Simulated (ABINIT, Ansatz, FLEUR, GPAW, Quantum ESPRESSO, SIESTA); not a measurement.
One structure in several programs: Se (P3_121, 3 atoms in the cell)

Self-consistent single point.

```yaml
crystal:
  lattice:
    - [2.21035, -3.82843, 0.00000]
    - [2.21035, 3.82843, 0.00000]
    - [0.00000, 0.00000, 5.00742]
  atoms:
    - { symbol: Se, position: [0.00000, 0.22500, 0.66667] }
    - { symbol: Se, position: [0.77500, 0.77500, 0.00000] }
    - { symbol: Se, position: [0.22500, 0.00000, 0.33333] }
```

Shared settings, as Ansatz (a quantum-chemistry and plane-wave program) writes them: kpoints.mp_grid.grid = 1 1 1; scf.occupations.method = fermi_dirac; scf.occupations.width = 0.01 eV. Potentials and cutoffs stand in the table.

```csv
code,model,pressure (GPa),largest force (eV/Å),cutoff
SIESTA,"GGA PBE, numerical atomic orbitals TZP, PseudoDojo PBE standard norm-conserving potentials (rewritten from UPF to PSML)",16.48,0.858,grid 350 Ry
GPAW,"PBE, GPAW PAW datasets PBE (gpaw-data 1.0.1)",9.92,1.968,550 eV
Quantum ESPRESSO,"PBE, SSSP 1.1.2 efficiency (PBE) pseudopotentials",9.88,1.966,40 Ry
ABINIT,"PBE, norm-conserving pseudopotentials (PseudoDojo nc-sr-05 PBE standard)",9.98,1.948,43 Ha
Ansatz,"PBE, default PAW files",9.89,1.972,default
FLEUR,"PBE, all-electron FLAPW (FLEUR), scalar-relativistic valence",–,1.826,Kmax 3.8 1/bohr
```

A dash marks a value that a program does not give, or that is left out as unsure.

The spread over the programs that give each value: pressure within 6.60 GPa; largest force within 1.114 eV/Å.

SIESTA uses small atom-centred bases, whose incompleteness enters pressures, forces and empty levels differently from a plane-wave cutoff. FLEUR treats all electrons, but the usual bases taken here (sphere radii, linearisation, local orbitals, empty states) were not tested for convergence, so the values are no reference for the others. Ansatz's pressure is given at a fixed set of plane waves, as the other plane-wave codes print theirs. In the pressure, SIESTA (by 6.58) lies more than 1 GPa from the median of the plane-wave programs. In the force vectors, SIESTA (by 1.109) and FLEUR (by 0.141) lie more than 0.08 eV/Å from the median of the plane-wave programs.

On the base mesh (6 6 5) the same programs gave: Ansatz pressure 0.86 GPa, gap on the mesh 1.335 eV; Quantum ESPRESSO pressure 0.83 GPa; ABINIT pressure 0.90 GPa; GPAW pressure 0.87 GPa; SIESTA pressure 6.12 GPa.

The values differ from the base mesh's, so the mesh still matters here: the table compares the programs at equal settings.

The starting cell has typed, rounded lattice constants, without a prior relaxation at this level. Its lattice was rescaled by a random factor within 2.5 % of one.

Left out of this page: CP2K (on another mesh); PySCF and Elk (not drawn, or without a comparable value).

Keys are those of Ansatz 0.2.
